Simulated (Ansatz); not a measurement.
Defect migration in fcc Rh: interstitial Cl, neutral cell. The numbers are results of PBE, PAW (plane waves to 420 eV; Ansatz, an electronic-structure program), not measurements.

32-site cell at the relaxed PBE lattice, a 2×2×2 k-point mesh shifted by half a step, smearing 0.10 eV, spin-restricted, no finite-size correction. No zero-point or tunnelling terms. Sites that were not tried may lie lower.

Barriers: single points on a 4×4×4 k-point mesh shifted by half a step at the bands' geometries (they differ from the bands' own by up to 0.10 eV, and are uncertain by about as much).

Relaxed starting cell (atoms counted from 1):

```
CELL_PARAMETERS angstrom
      7.66000     0.00000     0.00000
      0.00000     7.66000     0.00000
      0.00000     0.00000     7.66000
ATOMIC_POSITIONS crystal
  Rh 0.99574 0.99596 0.99784
  Rh 0.99575 0.99597 0.50442
  Rh 0.99574 0.50256 0.99784
  Rh 0.99575 0.50255 0.50443
  Rh 0.50234 0.99596 0.99783
  Rh 0.50234 0.99597 0.50443
  Rh 0.50233 0.50255 0.99784
  Rh 0.50233 0.50254 0.50443
  Rh 0.96954 0.24925 0.25112
  Rh 0.99109 0.24926 0.75115
  Rh 0.99110 0.74928 0.25112
  Rh 0.99738 0.74926 0.75114
  Rh 0.52854 0.24927 0.25114
  Rh 0.50698 0.24926 0.75113
  Rh 0.50699 0.74926 0.25112
  Rh 0.50070 0.74925 0.75114
  Rh 0.24906 0.96976 0.25114
  Rh 0.24904 0.99131 0.75115
  Rh 0.24904 0.52877 0.25114
  Rh 0.24905 0.50721 0.75115
  Rh 0.74903 0.99133 0.25113
  Rh 0.74904 0.99760 0.75114
  Rh 0.74905 0.50721 0.25113
  Rh 0.74904 0.50091 0.75114
  Rh 0.24905 0.24925 0.97164
  Rh 0.24903 0.24925 0.53066
  Rh 0.24904 0.74926 0.99321
  Rh 0.24904 0.74926 0.50910
  Rh 0.74903 0.24925 0.99320
  Rh 0.74905 0.24925 0.50909
  Rh 0.74904 0.74926 0.99947
  Rh 0.74904 0.74926 0.50278
  Cl 0.24904 0.24927 0.25116
```

End state 1 differs by these moves (Å; atoms that move under 0.08 Å are left out):

| atom | element | Δx | Δy | Δz |
|---|---|---|---|---|
| 5 | Rh | 0.20 | -0.20 | -0.20 |
| 9 | Rh | 0.21 | 0.00 | 0.00 |
| 13 | Rh | 0.00 | 0.21 | 0.21 |
| 16 | Rh | -0.01 | -0.06 | -0.06 |
| 17 | Rh | -0.21 | 0.00 | 0.22 |
| 19 | Rh | 0.00 | -0.21 | 0.00 |
| 22 | Rh | 0.06 | 0.01 | -0.06 |
| 25 | Rh | -0.21 | 0.21 | 0.00 |
| 26 | Rh | 0.00 | 0.00 | -0.21 |
| 31 | Rh | 0.06 | -0.06 | 0.01 |
| 33 | Cl | 0.96 | -0.96 | -0.96 |

Question: What forward and backward barriers to end state 1 does PBE, PAW give?

Answer: forward 1.77 eV, backward 0.91 eV; at the saddle point atom 33 has neighbours 3 Rh at 2.02, Rh at 2.37, 3 Rh at 2.61 Å. The saddle point's order was not checked, and it lies on a symmetry element of the cell, where a band can be held.
